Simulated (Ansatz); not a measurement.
**A computed series for SiC: response to strain**

Consider SiC in the zinc blende structure (space group F-43m, No. 216; a = 4.380 Å).

Strains are applied to the cell and any free atomic positions relax.

All numbers come from PBE, PAW, 420 eV (Ansatz, a quantum-chemistry and plane-wave program; no SOC).

| isotropic strain (%) | band gap (eV) |
|---|---|
| -3 | 1.28 |
| -1 | 1.35 |
| -0.5 | ? |
| 0 | 1.37 |
| 0.5 | 1.39 |
| 1 | 1.40 |
| 2 | 1.42 |
| 2.5 | 1.44 |
| 3 | 1.45 |

Q: Fit E_g = E₀ + Dε (ε in %) to the rows shown and predict the withheld row.

A: Least squares on the printed values gives E₀ = 1.37 eV, D = 27.7 meV per % of strain (largest residual 0.01 eV); this predicts 1.36 eV, and the run gives 1.36 eV, in agreement.

Stability against distortions was not tested.
